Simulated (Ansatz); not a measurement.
Functionals compared on a constructed model of the (111)B surface of 3C silicon carbide, C-terminated, (√3x√3)R30° Sb adatom at T4 (bottom of the slab: 3 H on 3 bottom sites), in Ansatz (plane waves, PAW). The structure was relaxed with PBE; the other rows are single points on it. Cutoff 420 eV (500 eV for r2SCAN). HSE06 used the coarser mesh 4x4x1.

Model: 28-atom slab, 11.7 Å thick at the start with caps and adatoms (thin: gaps and levels are the slab's own), 6x6x1 mesh, Fermi-Dirac 0.025 eV, dipole correction, 6 atoms held, the rest relaxed; start symmetry kept, larger cells not searched; no spin, no spin-orbit, no U. It is one candidate, not shown to be the stable structure of the face. These notes are the PBE run's.

| functional | gap of the slab on its k-mesh (eV) | highest filled level below the top vacuum level (eV) | rough cost of the single point |
|---|---|---|---|
| PBE | 1.89 | 4.42 | – |
| r2SCAN | ___ | ___ | very roughly 90 core-seconds |

Problem. Fill in the missing entries.

Solution. 
- r2SCAN, gap of the slab on its k-mesh (eV): 2.24
- r2SCAN, highest filled level below the top vacuum level (eV): 4.66

Ansatz is a quantum-chemistry and plane-wave program.
